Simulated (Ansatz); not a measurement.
C (model structure, started from the Si type, Ia-3, No. 206, 8 atoms in the cell) was calculated with r²SCAN in Ansatz (plane waves, PAW).

Numerical settings: plane-wave cutoff 560 eV, 14×14×14 k mesh, Fermi–Dirac smearing 0.05 eV, scalar-relativistic PAW data made under PBE.

Cell (relaxed at this level):

```cif
data_C16
_chemical_formula_sum 'C16'
_space_group_name_H-M_alt 'Ia-3'
_space_group_IT_number 206
_space_group_name_Hall '-I 2b 2c 3'
_cell_length_a 4.46896
_cell_length_b 4.46896
_cell_length_c 4.46896
_cell_angle_alpha 90.000
_cell_angle_beta 90.000
_cell_angle_gamma 90.000
loop_
_atom_site_label
_atom_site_type_symbol
_atom_site_symmetry_multiplicity
_atom_site_Wyckoff_symbol
_atom_site_fract_x
_atom_site_fract_y
_atom_site_fract_z
_atom_site_occupancy
C1 C 16 c 0.09350 0.09350 0.09350 1
```
(The calculation used a cell of 8 atoms; values per cell refer to that cell.)

Problem. Estimate the band gap, Γ–Γ gap and bulk modulus B0 that the calculation returns.

Solution. 
- band gap = 2.72 eV (on the SCF k mesh)
- Γ–Γ gap = 7.65 eV
- bulk modulus B0 = 401 GPa

Note: the bulk modulus is −V dP/dV from two relaxed cells at ±2 % in volume; the relaxation could raise the start's symmetry but not lower it, so the cell can be a saddle point.

Computed values are for the static lattice.

Cost on a shared machine: around 7 core-minutes (rough).

A model structure was made by putting elements into a prototype or built by hand; it is no filed structure, need not be a known phase, and can be a saddle point held by its symmetry.

Ansatz is a first-principles code.
